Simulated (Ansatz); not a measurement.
Consider SnO$_{2}$ in the rutile structure (space group P4_2/mnm, No. 136; a = 4.828 Å, c = 3.238 Å).

(Cell as relaxed with PBE.)

Levels (all Ansatz, an electronic-structure program, PAW): PBE (420 eV, scalar-relativistic without spin-orbit coupling); r2SCAN (500 eV, no SOC).

Each level relaxes its own structure.

```json
[
 {"base": "volume per atom", "PBE": "12.58 Å³", "r2SCAN": "12.09 Å³"},
 {"base": "lattice parameter a", "PBE": "4.828 Å", "r2SCAN": "4.760 Å"}
]
```

Now apply this change: a negative pressure, −2 GPa.

| quantity | PBE | r2SCAN |
|---|---|---|
| lattice parameter a | 4.853 Å | 4.780 Å |
| c/a ratio | 0.669 | 0.671 |

PBE's lattice parameter a lies 0.073 Å above r2SCAN's (1.5 %); PBE's c/a ratio lies 0.002 below r2SCAN's. Neither level is exact; r2SCAN is the comparison here, not a measurement.

Load acts through the strain it causes; cell and atoms are relaxed under it. No phonon test of stability was made.
